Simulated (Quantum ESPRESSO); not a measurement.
Quick settings and what they miss: SnO (P4/nmm, 4 atoms in the cell)

Self-consistent single point.

```xyz
4
Lattice="3.8938 0.0000 0.0000 0.0000 3.8938 0.0000 0.0000 0.0000 4.9895" Properties=species:S:1:pos:R:3 pbc="T T T"
Sn     0.0000     1.9469     1.1744
Sn     1.9469     0.0000     3.8151
O      1.9469     1.9469     0.0000
O      0.0000     0.0000     0.0000
```

Computed with PBE, GBRV 1.5 ultrasoft (PBE) pseudopotentials (plane waves; Quantum ESPRESSO 7.5).

Base settings: ecutwfc = 40 Ry; ecutrho = 200 Ry; occupations = smearing; smearing = gaussian; degauss = 0.00147 Ry; potentials = {Sn: sn_pbe_v1.4.uspp.F.UPF, O: o_pbe_v1.2.uspp.F.UPF}; K_POINTS = automatic 6 6 5 0 0 0; conv_thr = 1e-09 Ry; mixing_beta = 0.5.

Tight run (finer mesh or higher cutoff; not a proven limit): ecutwfc: 40 Ry → 56 Ry; ecutrho: 200 Ry → 280 Ry; conv_thr: 1e-09 Ry → 7.3e-11 Ry; K_POINTS: automatic 6 6 5 0 0 0 → automatic 9 9 7 0 0 0. It gave top of the valence band (on the code's own zero) 8.72 eV; gap on the k-point mesh 0.52 eV; pressure -2.50 GPa; largest force (vector length) 0.399 eV/Å.

Quick runs, as changes from the base:
- A: the base itself
- B: ecutwfc: 40 Ry → 28 Ry; ecutrho: 200 Ry → 140 Ry; conv_thr: 1e-09 Ry → 7.3e-06 Ry; K_POINTS: automatic 6 6 5 0 0 0 → automatic 8 8 8 0 0 0
- C: ecutwfc: 40 Ry → 24 Ry; ecutrho: 200 Ry → 120 Ry; pseudopotentials: {Sn: sn_pbe_v1.4.uspp.F.UPF, O: o_pbe_v1.2.uspp.F.UPF} → {Sn: sn_lda_v1.4.uspp.F.UPF, O: o_lda_v1.2.uspp.F.UPF}; K_POINTS: automatic 6 6 5 0 0 0 → automatic 1 1 1 0 0 0 [LDA (PZ)]
- D: ecutwfc: 40 Ry → 24 Ry; ecutrho: 200 Ry → 120 Ry; K_POINTS: automatic 6 6 5 0 0 0 → automatic 3 3 3 0 0 0
- E: ecutwfc: 40 Ry → 28 Ry; ecutrho: 200 Ry → 140 Ry; pseudopotentials: {Sn: sn_pbe_v1.4.uspp.F.UPF, O: o_pbe_v1.2.uspp.F.UPF} → {Sn: sn_lda_v1.4.uspp.F.UPF, O: o_lda_v1.2.uspp.F.UPF}; K_POINTS: automatic 6 6 5 0 0 0 → automatic 4 4 4 0 0 0 [LDA (PZ)]
- F: ecutwfc: 40 Ry → 20 Ry; ecutrho: 200 Ry → 100 Ry; pseudopotentials: {Sn: sn_pbe_v1.4.uspp.F.UPF, O: o_pbe_v1.2.uspp.F.UPF} → {Sn: sn_lda_v1.4.uspp.F.UPF, O: o_lda_v1.2.uspp.F.UPF}; K_POINTS: automatic 6 6 5 0 0 0 → automatic 2 2 2 0 0 0 [LDA (PZ)]

Dashes: energy of C, E, F, another energy zero; gap of C, left out as unsure on this mesh or at this smearing.

Gaps are read on each run's own mesh, which may miss the band edges.

† marks runs with another functional, U, potentials or spin treatment: their distance from the tight run is not a convergence error alone.

The count of work is k-points × plane waves × bands × iterations; it is no time. 

The starting cell comes from a database of computed structures (which also holds hypothetical and non-ambient phases and stackings), without a prior relaxation at this level. Its lattice was rescaled by a random factor within 2.5 % of one.

```csv
run,energy less tight (meV/atom),pressure less tight (GPa),largest miss in a force vector (eV/Å),gap on the mesh less tight (eV),count of work / tight
A,72.2,0.69,0.001,-0.138,0.26
B,524.5,-20.84,0.122,-0.146,0.21
C†,–,-35.15,3.623,–,0.0034
D,1344.0,-37.75,0.080,0.833,0.023
E†,–,-27.19,0.565,-0.093,0.093
F†,–,-65.58,0.632,-0.163,0.014
```

The base run finds a smaller gap than the tight one, whose mesh may miss a band edge.

Among the runs at the tight run's level, the energy misses run from 72.2 to 1344.0 meV/atom.
